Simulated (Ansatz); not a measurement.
**Several settings converged on a (100) slab of LiHfSe2 (cut from a parent of space group no. 164; 12 atoms in the cell)**

```
CELL_PARAMETERS angstrom
      3.71710     0.00000     0.00000
      0.00000     6.61936     0.00000
      0.00000     0.00000    22.58419
ATOMIC_POSITIONS crystal
  Li 0.50000 0.50000 0.35746
  Hf 0.50000 0.00000 0.35746
  Se 0.00000 0.24830 0.40497
  Se 0.00000 0.75170 0.30995
  Li 0.00000 0.50000 0.50000
  Hf 0.00000 0.00000 0.50000
  Se 0.50000 0.24830 0.54751
  Se 0.50000 0.75170 0.45249
  Li 0.50000 0.50000 0.64254
  Hf 0.50000 0.00000 0.64254
  Se 0.00000 0.24830 0.69005
  Se 0.00000 0.75170 0.59503
```

Base method: PBEsol, default PAW files made with PBE (plane waves; Ansatz, an electronic-structure program).

Base settings: basis.ecutwfc = 30.9 Ry; kpoints.mp_grid.grid = 4 3 1; hamiltonian.xc = pbesol; hamiltonian.pseudopotentials = {kind: paw} (the program's default PAW files); scf.occupations.method = fermi_dirac; scf.occupations.width = 0.0073 Ry.

The count of work is k-points × plane waves × bands × iterations; it is no time. Core times come from one kind of shared machine, to one figure; runs under 30 s give none.

**The vacuum**

The mesh stays at the base's, so the ladder's end is converged at best in this setting alone.

Only quantities that move along the ladder and can be compared are tabulated.

| vacuum between outermost atoms (Å) | free energy less the last step's (meV/atom) | largest difference of a force vector from the last step's (eV/Å) | count of work / last |
|---|---|---|---|
| 3.0 | -12.90 | 0.174 | 0.30 |
| 4.0 | -3.03 | 0.044 | 0.33 |
| 5.0 | -0.92 | 0.013 | 0.35 |
| 6.0 | -0.36 | 0.005 | 0.38 |
| 7.0 | -0.14 | 0.002 | 0.40 |
| 8.0 | -0.06 | 0.001 | 0.43 |
| 10.0 | -0.01 | 0.000 | 0.48 |
| 12.0 | -0.01 | 0.000 | 0.53 |
| 14.0 | -0.01 | 0.000 | 0.59 |
| 17.0 | -0.01 | 0.000 | 0.66 |
| 20.0 | -0.01 | 0.000 | 0.74 |
| 25.0 | 0.00 | 0.000 | 0.87 |
| 30.0 | 0.00 | 0.000 | 1.0 |

Smallest vacuum between outermost atoms (Å) that holds the forces within 0.01 eV/Å of the last step, with all finer ones: 6.0, at 0.38 of the last step's count of work; the step before is off by 0.013 eV/Å.

Smallest vacuum between outermost atoms (Å) that holds the free energy within 0.5 meV/atom of the last step, with all finer ones: 6.0, at 0.38 of the last step's count of work; the step before is off by 0.92 meV/atom.

**The plane-wave cutoff**

The mesh stays at the base's, so the ladder's end is converged at best in this setting alone.

Only quantities that move along the ladder and can be compared are tabulated.

| basis.ecutwfc | free energy less the last step's (meV/atom) | largest difference of a force vector from the last step's (eV/Å) | count of work / last | core time / last (rough) |
|---|---|---|---|---|
| 15.4 Ry | 2116.50 | 0.124 | 0.15 | – |
| 18.4 Ry | 437.82 | 0.041 | 0.18 | – |
| 21.7 Ry | 49.66 | 0.017 | 0.21 | – |
| 26.1 Ry | 2.02 | 0.005 | 0.28 | – |
| 30.9 Ry | 0.77 | 0.001 | 0.35 | – |
| 37.1 Ry | 0.26 | 0.001 | 0.46 | 0.5 |
| 46.3 Ry | 0.10 | 0.000 | 0.65 | 0.6 |
| 61.7 Ry | 0.00 | 0.000 | 1.0 | 1 |

Coarsest basis.ecutwfc that holds the free energy within 5 meV/atom of the last step, with all finer ones: 26.1 Ry, at 0.28 of the last step's count of work; the step before is off by 50 meV/atom.

Coarsest basis.ecutwfc that holds the forces within 0.005 eV/Å of the last step, with all finer ones: 26.1 Ry, at 0.28 of the last step's count of work; the step before is off by 0.017 eV/Å.

On the base run: the starting cell comes from a database of computed structures (which also holds hypothetical and non-ambient phases and stackings), without a prior relaxation at this level. The slab is cut from that crystal, and its faces are unrelaxed. Its lattice was rescaled by up to half a per cent. Spin polarisation is off, though cut faces can carry moments; the slab shows no gap. In the base run, forces exceed 1 eV/Å. Without a gap this mesh is coarse (it stands for a supercell whose shortest in-plane vector is 15 Å).

Keys are those of Ansatz 0.2.
